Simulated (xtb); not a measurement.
xtb 6.7.1, GFN1-xTB: Cl[SiH](Cl)c1ccc([SiH](Cl)Cl)cc1, 18 atoms. The geometry is a generated start, not checked to be a minimum at this level.

- method = GFN1-xTB
- --acc = 1 (default)
- --etemp (K) = 300 (default)
- detailed input (--input) = none: ANC optimiser, Lindh (1995) Hessian, microcycle=20, maxdispl=1.0, hlow=0.01 (default)
- basis functions = 96
- valence electrons = 66

```xyz
18

Si     3.2951    -0.0576    -0.2069
Cl     3.9178    -1.9520     0.1121
Cl     4.0297     1.1348     1.2469
C      1.4049    -0.0083    -0.1406
C      0.7277    -0.4153     1.0093
C     -0.6505    -0.3787     1.0751
C     -1.4108     0.0643    -0.0065
C     -0.7352     0.4695    -1.1537
C      0.6451     0.4337    -1.2197
Si    -3.2987     0.0959     0.1036
Cl    -3.8518     1.3098     1.6198
Cl    -3.9602    -1.7762     0.4768
H      3.7987     0.3955    -1.4941
H      1.2911    -0.7632     1.8634
H     -1.1480    -0.7004     1.9792
H     -1.2981     0.8193    -2.0074
H      1.1435     0.7536    -2.1238
H     -3.9002     0.5757    -1.1334
```

The structure is relaxed from this start with --opt LEVEL for the levels crude, sloppy, loose, lax, normal, tight, vtight, extreme, once each. Up to the end of the extreme run atoms move by at most 0.074 Å along an axis.

Which level is enough to come within 1 meV of the tightest end point?

sloppy: 4 cycles against 12, ending 0.64 meV above.

```csv
level,cycles,energy above the extreme run (meV),gradient norm (eV/Å)
crude,3,2.0,0.23
sloppy,4,0.64,0.054
loose,5,0.30,0.046
lax,5,0.30,0.046
normal,7,0.055,0.021
tight,9,0.012,0.014
vtight,11,under 0.01,0.0051
extreme,12,—,0.0020
```
